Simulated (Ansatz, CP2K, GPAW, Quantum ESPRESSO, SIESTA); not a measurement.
# PW (Pnma, 8 atoms in the cell) computed with different codes at matched settings

Self-consistent single point.

```xyz
8
Lattice="5.7417 0.0000 0.0000 0.0000 3.2706 0.0000 0.0000 0.0000 6.2033" Properties=species:S:1:pos:R:3 pbc="T T T"
P      1.8051     2.4530     3.5225
P      3.9366     0.8177     2.6808
P      1.0658     0.8177     0.4208
P      4.6759     2.4530     5.7825
W      5.6630     2.4530     1.9403
W      0.0787     0.8177     4.2630
W      2.9496     0.8177     5.0419
W      2.7921     2.4530     1.1614
```

Shared settings, as Ansatz (a first-principles code) writes them: kpoints.mp_grid.grid = 3 6 3; scf.occupations.method = gaussian; scf.occupations.width = 0.136 eV. Potentials and cutoffs stand in the table.

```json
[
 {"code": "Quantum ESPRESSO", "model": "LDA (PW92), PseudoDojo standard norm-conserving (LDA) pseudopotentials", "pressure (GPa)": "-8.12", "largest force (eV/Å)": "0.136", "cutoff": "70 Ry"},
 {"code": "GPAW", "model": "LDA (Perdew-Wang 92), GPAW PAW datasets LDA (gpaw-data 1.0.1)", "pressure (GPa)": "-7.81", "largest force (eV/Å)": "0.141", "cutoff": "600 eV"},
 {"code": "CP2K", "model": "LDA (Pade form), GPW, DZVP-MOLOPT-SR-GTH basis, GTH-PADE potentials (GTH_POTENTIALS)", "pressure (GPa)": "-22.20", "largest force (eV/Å)": "0.270", "cutoff": "grid 500 Ry"},
 {"code": "SIESTA", "model": "LDA PW92, numerical atomic orbitals DZP, PseudoDojo LDA standard norm-conserving potentials (rewritten from UPF to PSML)", "pressure (GPa)": "-7.17", "largest force (eV/Å)": "0.124", "cutoff": "grid 350 Ry"},
 {"code": "Ansatz", "model": "LDA (PW92), PAW files made with PBE", "pressure (GPa)": "-7.52", "largest force (eV/Å)": "0.122", "cutoff": "default"}
]
```

Size of the force on each atom (eV/Å): Sizes of forces hide their directions.

| code | P1 | P2 | P3 | P4 | W5 | W6 | W7 | W8 |
|---|---|---|---|---|---|---|---|---|
| Quantum ESPRESSO | 0.136 | 0.136 | 0.136 | 0.136 | 0.087 | 0.087 | 0.087 | 0.087 |
| GPAW | 0.141 | 0.141 | 0.141 | 0.141 | 0.076 | 0.076 | 0.076 | 0.076 |
| CP2K | 0.151 | 0.151 | 0.151 | 0.151 | 0.270 | 0.270 | 0.270 | 0.270 |
| SIESTA | 0.096 | 0.096 | 0.096 | 0.096 | 0.124 | 0.124 | 0.124 | 0.124 |
| Ansatz | 0.122 | 0.122 | 0.122 | 0.122 | 0.096 | 0.096 | 0.096 | 0.096 |

On Ansatz's run: spin-orbit coupling is off. Spin polarisation is off.

The spread over the programs that give each value: pressure within 15.03 GPa; largest force within 0.148 eV/Å.

CP2K and SIESTA use small atom-centred bases, whose incompleteness enters pressures, forces and empty levels differently from a plane-wave cutoff. Ansatz's pressure is given at a fixed set of plane waves, as the other plane-wave codes print theirs; with its correction for the finite basis it is -7.48 GPa. In the pressure, CP2K (by 14.39) lies more than 1 GPa from the median of the plane-wave programs. In the force vectors, CP2K (by 0.356) lies more than 0.08 eV/Å from the median of the plane-wave programs.

The shared mesh is coarse (it stands for a supercell whose shortest vector is 17 Å), so the values are not converged in it.

The starting cell comes from a database of computed structures (which also holds hypothetical and non-ambient phases and stackings), without a prior relaxation at this level.

Left out of this page: Elk (not drawn, or without a comparable value).

Keys are those of Ansatz 0.2.
